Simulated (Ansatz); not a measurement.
Worked calculations on one periodic cell of amorphous Si$_{26}$O$_{46}$: Si26O46, 72 atoms, volume 1109.2 Å³, made by a melt-quench on the CHGNet potential and relaxed with DFT. O atoms were pushed apart under 1.9 Å during the dynamics, to hinder bonds among them. It is a model cell: composition and starting density were chosen by hand, and all elements were melted together. Computed with PBE (plane waves to 420 eV, PAW; Ansatz, a quantum-chemistry and plane-wave program). Sampling: a 2×2×2 Γ-centred mesh; Fermi-Dirac width 0.02 eV; no spin polarisation. Its volume was held where the quench left it, its shape was held as a cube, and it stands at a mean pressure of 1.2 GPa with stress components up to 3.3 GPa; the relaxation ran on the zone centre alone. Its density went from a set 2.19 to 2.19 g/cm³. The cell is small and was quenched far faster than a real film, so it is one sample of the glass.

Task: Count formal charges (Si +4, O -2). What does the count lead one to expect at the Fermi level, and what does the calculation give?

Result: 26 × (+4) + 46 × (-2) = +12. 12 electrons are left on cation states, in cation-cation bonds, defect levels or the conduction band. On this mesh the highest filled and lowest empty level lie 1.76 eV apart; localised defect or tail levels set that (at the zone centre the more localised edge state sits most on one Si atom with neighbours O 1.64 Å, O 1.64 Å, Si 2.45 Å), and the nearest spread-out levels lie 4.6 eV apart.

Four energies for an added electron at PBE on the zone centre alone (charged cells in a uniform background, spin-polarised): neutral at the neutral geometry -42693.252 eV; charged at the neutral geometry -42687.653 eV; charged and relaxed -42688.085 eV; neutral at the charged geometry -42692.769 eV.

Task: Find the two relaxation energies and their sum, the reorganisation energy.

Result: On charging: -42687.653 − (-42688.085) = 0.432 eV. On discharging: -42692.769 − (-42693.252) = 0.483 eV. The sum is 0.915 eV. The carrier's level spreads over 6 of the 72 atoms' worth, so it counts as localised, most on one Si atom with neighbours O 1.64 Å, O 1.64 Å, Si 2.45 Å (neutral geometry). The values are uncorrected: the image energy of a point charge in this cell, 2.84 × 14.40 / (2 × 10.4) = 2.0 eV before screening, is screened by electrons alone at the fixed geometry and by ions too after relaxing, and the carrier can be spread before it relaxes, so each term can be off by up to that value times 1/ε∞, some tenths of an eV. PBE's self-interaction favours spread-out carriers, so a hybrid can localise more.

Four energies for a hole at PBE on the zone centre alone (charged cells in a uniform background, spin-polarised): neutral at the neutral geometry -42693.252 eV; charged at the neutral geometry -42696.312 eV; charged and relaxed -42696.839 eV; neutral at the charged geometry -42692.505 eV.

Task: Find the two relaxation energies and their sum, the reorganisation energy.

Result: On charging: -42696.312 − (-42696.839) = 0.527 eV. On discharging: -42692.505 − (-42693.252) = 0.747 eV. The sum is 1.274 eV. The carrier's level spreads over 4 of the 72 atoms' worth, so it counts as localised, most on one Si atom with neighbours O 1.65 Å, O 1.68 Å, Si 2.45 Å (neutral geometry). The values are uncorrected: the image energy of a point charge in this cell, 2.84 × 14.40 / (2 × 10.4) = 2.0 eV before screening, is screened by electrons alone at the fixed geometry and by ions too after relaxing, and the carrier can be spread before it relaxes, so each term can be off by up to that value times 1/ε∞, some tenths of an eV. PBE's self-interaction favours spread-out carriers, so a hybrid can localise more.
